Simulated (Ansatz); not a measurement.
## Input and output of a self-consistent single point for Cu (Fm-3m, 1 atom in the cell) (Ansatz)

Method: PBE (plane waves, PAW; Ansatz, an electronic-structure program).

The input file:

Ansatz 0.2 input:
```yaml
crystal:
  lattice:
    - [0.000000, 1.810415, 1.810415]
    - [1.810415, 0.000000, 1.810415]
    - [1.810415, 1.810415, 0.000000]
  atoms:
    - { symbol: Cu, position_ang: [0.000000, 0.000000, 0.000000] }
basis:
  ecutwfc: 420.0
kpoints:
  mp_grid:
    grid: [16, 16, 16]
hamiltonian:
  xc: pbe
  pseudopotentials:
    kind: paw
scf:
  occupations:
    method: gaussian
    width: 0.1
output:
  forces: true
  eigenvalues: true
  stress: true
```

The program printed (abridged):

```
WARN ansatz: RAYON_NUM_THREADS=1 ignored (pool sized by the plan → 1); use --threads N
Pseudopotentials: kind: paw
Pseudopotential: Cu, paw, valence charge 19
Crystal: 1 atoms, lattice volume = 11.868 Å³
Basis set: ecut = 420 eV, 259 PW (Γ), exchange–correlation on 36×36×36 points (8 copies of the dense FFT grid, shifted against one another)
Bands: 14, of which v1, the nominal top of the filled ones, is band 10 counted from 1 (9 counted from 0)
Symmetry: 48 space group operations
Space group: Fm-3m (ITA 225), of the structure as read, at distance tolerance 2.3e-5 Å
k-points: 145 of 4096
Initial density: superposition of atomic densities (neutral atoms: chi_scale 0, normalization atom), corrected by the library's trained network
Initial wavefunctions: pseudopotential atomic-orbital guess
Eigensolver: davidson
Functional: x = pbe(κ = 0.804, μ = 0.2195149727645171), c = pbe(β = 0.06672455060314922)
SCF iter   1: F=—  HF=-6625.174816 eV  |F-HF|=—  |Δ(HF+E_count)|=         —  Δρ=1.04e-3  dr2=6.09e-5  ethr=1.77e-3  ⟨swp⟩=5.2  Hψ=10088  notcnv=0
all-band conjugate gradients solve this SCF's bands
preconditioner: auto → none
SCF iter   2: F=—  HF=-6625.174937 eV  |F-HF|=—  |Δ(HF+E_count)|=   1.21e-4  Δρ=3.86e-4  dr2=5.46e-6  ethr=3.21e-7  ⟨swp⟩=2.4  Hψ=4706  notcnv=0
SCF iter   3: F=—  HF=-6625.174950 eV  |F-HF|=—  |Δ(HF+E_count)|=   1.31e-5  Δρ=1.03e-4  dr2=4.16e-7  ethr=2.87e-8  ⟨swp⟩=2.3  Hψ=2584  notcnv=0
iter 4 did not close the SCF: its close was put off for the readings that it lacked (scf_convergence_deferred on its scf_iter line)
SCF iter   4: F=-6625.174951 eV  HF=-6625.174951 eV  |F-HF|=3.41e-9  |Δ(HF+E_count)|=   9.01e-7  Δρ=5.95e-6  dr2=1.61e-9  ethr=2.19e-9  ⟨swp⟩=2.2  Hψ=2624  notcnv=0
iter 5 did not close the SCF: its close was put off for the readings that it lacked (scf_convergence_deferred on its scf_iter line)
SCF iter   5: F=-6625.174951 eV  HF=-6625.174951 eV  |F-HF|=3.26e-10  |Δ(HF+E_count)|=  2.76e-10  Δρ=2.44e-6  dr2=1.39e-10  ethr=8.47e-12  ⟨swp⟩=2.0  Hψ=3276  notcnv=0
SCF iter   6: F=-6625.174951 eV  HF=-6625.174951 eV  |F-HF|=6.37e-12  |Δ(HF+E_count)|=  3.78e-10  Δρ=1.76e-7  dr2=1.66e-12  ethr=1.00e-12  ⟨swp⟩=2.1  Hψ=6065  notcnv=0
SCF 1 converged in 6 iterations: F = -6625.174951 eV  dr2 = 1.66e-12
SCF converged after 6 iterations
Free energy (F): -6625.174951 eV
Harris-Foulkes:  -6625.174951 eV  (|F-HF|=6.37e-12)
Internal energy: -6625.173358 eV  (E = F + TS)
E sigma→0 (E₀):  -6625.174154 eV
Entropy (-TS):   -0.001592 eV (-1.592 meV/atom)
Fermi energy:    16.631486 eV
--- Per-component energies (eV) ---
  E_band       = -361.004707
  E_kinetic    = 299.902394
  E_local      = -4059.324505  (includes V_loc(G=0)·N_el)
  E_nonlocal   = 389.826896
  E_hartree    = 1787.996348
  E_xc         = -89.550235
  E_vxc        = -115.562561  (∫ρ·V_xc dr)
  E_paw        = -1662.878581  (= ΣΔE_a)
  E_vpaw       = -451.840041  (= ΣTr[D̂ρ^β])
  E_aug_tail   = 0.000309  (compensation charges beyond the density's cutoff)
  E_ewald      = -3291.145984
  E_smearing   = -0.001592  (= −TS)
  E_closure    = -0.000000  (closes the sum)
  Σ components = -6625.174951   (vs F -6625.174951, Δ=0.00e0)
--- Forces (eV/Å), atoms counted from 1 ---
  atom   1  Cu    -0.00000000     0.00000000     0.00000000
  max |Σ_I F_I| component: 1.36e-31 eV/Å
--- Stress (GPa, compression-positive) ---
        1.139767       0.000000       0.000000
        0.000000       1.139767       0.000000
        0.000000       0.000000       1.139767
  P = ⅓ Tr σ = 1.1398 GPa (11.398 kbar)
  The stress holds the Pulay correction. Without it, at fixed plane waves, as pw.x and ABINIT print it: P = 1.0163 GPa
--- Band table (eV; the first three rows and the last of 145) ---
  k-point 0: bands = ["-95.8962", "-53.2093", "-53.2093", "-53.2093", "7.2908", "13.6797", "13.6797", "13.6797", "14.5069", "14.5069", "39.2316", "41.6944", "41.6944", "41.6944"]
  k-point 1: bands = ["-95.8956", "-53.2133", "-53.2099", "-53.2099", "7.4328", "13.6494", "13.7067", "13.7067", "14.4963", "14.4963", "38.3173", "40.2601", "41.2537", "41.2537"]
  k-point 2: bands = ["-95.8941", "-53.2247", "-53.2116", "-53.2116", "7.8529", "13.5692", "13.7736", "13.7736", "14.4778", "14.4778", "35.3688", "39.8094", "40.4985", "40.4985"]
  k-point 144: bands = ["-95.8783", "-53.2797", "-53.2797", "-53.2503", "12.5568", "13.1645", "13.1645", "14.4637", "15.2233", "22.8253", "22.8253", "24.9425", "25.3690", "44.7521"]
```

The run converged in 6 iterations.

The starting cell has typed, rounded lattice constants, without a prior relaxation at this level. Its lattice was rescaled by up to half a per cent. Spin polarisation is off. Ansatz's pressure includes its estimate of the finite-basis (Pulay) stress.
